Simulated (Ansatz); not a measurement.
Output of an Ansatz run (abridged):

```
WARN ansatz: RAYON_NUM_THREADS=1 ignored (pool sized by the plan → 1); use --threads N
Pseudopotentials: kind: paw
Pseudopotential: Zn, paw, valence charge 20
Pseudopotential: Cu, paw, valence charge 19
Crystal: 2 atoms, lattice volume = 26.940 Å³
Basis set: ecut = 700 eV, 1141 PW (Γ), exchange–correlation on 54×54×54 points (8 copies of the dense FFT grid, shifted against one another)
Bands: 24, of which v1, the nominal top of the filled ones, is band 20 counted from 1 (19 counted from 0)
Symmetry: 48 space group operations
Space group: Pm-3m (ITA 221), of the structure as read, at distance tolerance 3.0e-5 Å
k-points: 20 of 343
PAW frozen core: Zn, regenerated for the run's functional, and the local potential with it
PAW frozen core: Cu, regenerated for the run's functional, and the local potential with it
Initial density: superposition of atomic densities (chi_scale 0.1, normalization cell, long waves kept (reshape's long-wave potential 0.00 eV rms))
Initial wavefunctions: pseudopotential atomic-orbital guess
Eigensolver: davidson
Functional: x = pbesol(κ = 0.804, μ = 0.12345679012345678), c = pbesol(β = 0.046)
SCF iter   1: F=—  HF=-14036.338561 eV  |F-HF|=—  |Δ(HF+E_count)|=         —  Δρ=2.79e-1  dr2=1.73e1  ethr=3.10e-3  ⟨swp⟩=5.7  Hψ=1913  notcnv=0
all-band conjugate gradients solve this SCF's bands
preconditioner: auto → none
SCF iter   2: F=—  HF=-14034.251862 eV  |F-HF|=—  |Δ(HF+E_count)|=    2.09e0  S|Δr|=    0.00e0  Δρ=9.33e-2  dr2=2.35e0  ethr=3.10e-3  ⟨swp⟩=2.9  Hψ=1008  notcnv=0  defer=10
SCF iter   3: F=—  HF=-14033.882669 eV  |F-HF|=—  |Δ(HF+E_count)|=   3.69e-1  S|Δr|=    0.00e0  Δρ=2.63e-2  dr2=1.65e-1  ethr=3.10e-3  ⟨swp⟩=2.0  Hψ=720  notcnv=0  defer=12
SCF iter   4: F=—  HF=-14033.853752 eV  |F-HF|=—  |Δ(HF+E_count)|=   2.89e-2  S|Δr|=    0.00e0  Δρ=7.23e-3  dr2=1.04e-2  ethr=4.23e-4  ⟨swp⟩=2.1  Hψ=742  notcnv=0  defer=11
SCF iter   5: F=—  HF=-14033.851804 eV  |F-HF|=—  |Δ(HF+E_count)|=   1.95e-3  S|Δr|=    0.00e0  Δρ=1.67e-3  dr2=6.11e-4  ethr=2.66e-5  ⟨swp⟩=2.3  Hψ=692  notcnv=0  defer=11
SCF iter   6: F=—  HF=-14033.851771 eV  |F-HF|=—  |Δ(HF+E_count)|=   3.22e-5  S|Δr|=    0.00e0  Δρ=8.13e-4  dr2=1.76e-4  ethr=1.57e-6  ⟨swp⟩=2.0  Hψ=614  notcnv=0  defer=11
SCF iter   7: F=—  HF=-14033.851740 eV  |F-HF|=—  |Δ(HF+E_count)|=   3.15e-5  S|Δr|=    0.00e0  Δρ=2.89e-4  dr2=2.19e-5  ethr=4.52e-7  ⟨swp⟩=1.4  Hψ=482  notcnv=0  defer=11
SCF iter   8: F=—  HF=-14033.851736 eV  |F-HF|=—  |Δ(HF+E_count)|=   3.98e-6  S|Δr|=    0.00e0  Δρ=5.73e-5  dr2=8.71e-7  ethr=5.62e-8  ⟨swp⟩=1.9  Hψ=509  notcnv=0  defer=11
SCF iter   9: F=-14033.851736 eV  HF=-14033.851736 eV  |F-HF|=6.83e-9  |Δ(HF+E_count)|=   1.63e-7  S|Δr|=    0.00e0  Δρ=5.05e-6  dr2=6.77e-9  ethr=2.56e-10  ⟨swp⟩=7.2  Hψ=2250  notcnv=0
SCF 1 converged in 9 iterations: F = -14033.851736 eV  dr2 = 6.77e-9
SCF converged after 9 iterations
Stability not checked (fill_not_monotonic)
Free energy (F): -14033.851736 eV
Harris-Foulkes:  -14033.851736 eV  (|F-HF|=6.83e-9)
Internal energy: -14033.850980 eV  (E = F + TS)
E sigma→0 (E₀):  -14033.851484 eV
Entropy (-TS):   -0.000756 eV (-0.378 meV/atom)
Fermi energy:    15.005817 eV
--- Per-component energies (eV) ---
  E_band       = -904.352326
  E_kinetic    = 1103.413113
  E_local      = -10520.900268  (includes V_loc(G=0)·N_el)
  E_nonlocal   = 1424.006515
  E_hartree    = 3947.677718
  E_xc         = -274.837716
  E_vxc        = -358.979957  (∫ρ·V_xc dr)
  E_paw        = -3064.124231  (= ΣΔE_a)
  E_vpaw       = -447.242259  (= ΣTr[D̂ρ^β])
  E_aug_tail   = 0.000308  (compensation charges beyond the density's cutoff)
  E_ewald      = -6649.506204
  E_core_change = 0.419785  (= ΣΔE_core)
  E_smearing   = -0.000756  (= −TS)
  E_closure    = 0.000000  (closes the sum)
  Σ components = -14033.851736   (vs F -14033.851736, Δ=0.00e0)
--- Forces (eV/Å), atoms counted from 1 ---
  atom   1  Zn     0.00000000     0.00000000     0.00000000
  atom   2  Cu    -0.00000000    -0.00000000    -0.00000000
  max |Σ_I F_I| component: 3.95e-28 eV/Å
--- Stress (GPa, compression-positive) ---
       -9.929906       0.000000       0.000000
        0.000000      -9.929906       0.000000
        0.000000       0.000000      -9.929906
  P = ⅓ Tr σ = -9.9299 GPa (-99.299 kbar)
  The stress holds the Pulay correction. Without it, at fixed plane waves, as pw.x and ABINIT print it: P = -9.9358 GPa
--- Band table (eV; the first three rows and the last of 20) ---
  k-point 0: bands = ["-110.7177", "-97.4239", "-65.0289", "-65.0289", "-65.0289", "-54.9468", "-54.9468", "-54.9468", "5.4169", "7.5493", "7.5493", "8.1079", "8.1079", "8.1271", "11.7368", "11.7368", "12.4158", "12.4772", "12.4772", "20.4372", [...]
  k-point 1: bands = ["-110.7177", "-97.4238", "-65.0303", "-65.0288", "-65.0288", "-54.9495", "-54.9466", "-54.9466", "6.0992", "7.6096", "7.6867", "8.0527", "8.0651", "8.1394", "11.7179", "11.7675", "12.2528", "12.2868", "12.4709", "17.0274", [...]
  k-point 2: bands = ["-110.7176", "-97.4236", "-65.0319", "-65.0287", "-65.0287", "-54.9528", "-54.9464", "-54.9464", "7.1809", "7.6878", "7.8818", "7.9835", "8.1536", "8.2508", "11.4023", "11.6954", "12.0720", "12.1536", "12.4517", "14.1520", [...]
  k-point 19: bands = ["-110.7172", "-97.4228", "-65.0321", "-65.0321", "-65.0321", "-54.9531", "-54.9531", "-54.9531", "7.5996", "7.5996", "7.5996", "8.4002", "8.4002", "11.0656", "11.0656", "11.0656", "12.7700", "12.7700", "18.5716", "19.3041", [...]
```

The structure:

```xyz
2
Lattice="2.9978 0.0000 0.0000 0.0000 2.9978 0.0000 0.0000 0.0000 2.9978" Properties=species:S:1:pos:R:3 pbc="T T T"
Zn     1.4989     1.4989     1.4989
Cu     0.0000     0.0000     0.0000
```

Question: Write an input that gives this output.

Answer: Other spellings and defaults could give the same log, and not every line can be read from it. The input that was run (DFT, PBEsol, plane waves, harder PAW files (source: ansatz) made with PBE):

Ansatz 0.2 input:
```yaml
# CuZn
crystal:
  lattice:
    - [2.99779000, 0.00000000, 0.00000000]
    - [0.00000000, 2.99779000, 0.00000000]
    - [0.00000000, 0.00000000, 2.99779000]
  atoms:
    - { symbol: Zn, position: [0.50000000, 0.50000000, 0.50000000] }
    - { symbol: Cu, position: [0.00000000, 0.00000000, 0.00000000] }
basis:
  ecutwfc: 700.0 eV
kpoints:
  mp_grid: { grid: [7, 7, 7], shift: [0.5, 0.5, 0.5] }
hamiltonian:
  xc: pbesol
  pseudopotentials: { kind: paw, source: ansatz }
scf:
  occupations: { method: cold, width: 0.1 eV }
output:
  forces: true
  eigenvalues: true
  stress: true
```

The starting cell has typed, rounded lattice constants, without a prior relaxation at this level. Its lattice was rescaled by a random factor within 2.5 % of one. Spin polarisation is off. With a pressure of about -10 GPa the cell is away from its equilibrium volume at this level. Ansatz's pressure includes its estimate of the finite-basis (Pulay) stress.

Ansatz is an electronic-structure program.
